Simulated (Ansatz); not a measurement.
**A computed series for Al2Cu: pressure series**

Consider Al₂Cu (space group I4/mcm, No. 140; a = 6.060 Å, c = 4.875 Å).

Cell and atoms are relaxed at each pressure.

All numbers come from PBE, PAW, 420 eV (Ansatz, a program for electronic structure; spin-orbit coupling left out).

Notes on the quantities. enthalpy: H = E + PV relative to the base's energy.

| variant | enthalpy | volume per atom | c/a ratio |
|---|---|---|---|
| base | – | 14.92 Å³ | 0.804 |
| pressure −2 GPa | -0.19 eV/atom | 15.23 Å³ | 0.805 |
| pressure −1 GPa | -0.09 eV/atom | 15.07 Å³ | 0.805 |
| pressure 0.9 GPa | +0.08 eV/atom | ? | 0.804 |
| pressure 2.1 GPa | +0.19 eV/atom | 14.62 Å³ | 0.804 |
| pressure 4.5 GPa | +0.41 eV/atom | ? | 0.803 |
| pressure 9 GPa | +0.81 eV/atom | 13.82 Å³ | 0.802 |
| pressure 15 GPa | +1.31 eV/atom | 13.28 Å³ | 0.801 |
| pressure 22.5 GPa | +1.92 eV/atom | 12.73 Å³ | 0.801 |
| pressure 30 GPa | +2.51 eV/atom | ? | 0.801 |

Q: Some entries are withheld; estimate them.

A: 
- pressure 0.9 GPa, volume per atom: 14.78 Å³
- pressure 4.5 GPa, volume per atom: 14.31 Å³
- pressure 30 GPa, volume per atom: 12.28 Å³

Load acts through the strain it causes; cell and atoms are relaxed under it. Whether these cells are dynamically stable was not tested. Competing high-pressure phases were not computed. All final runs are without spin polarisation.
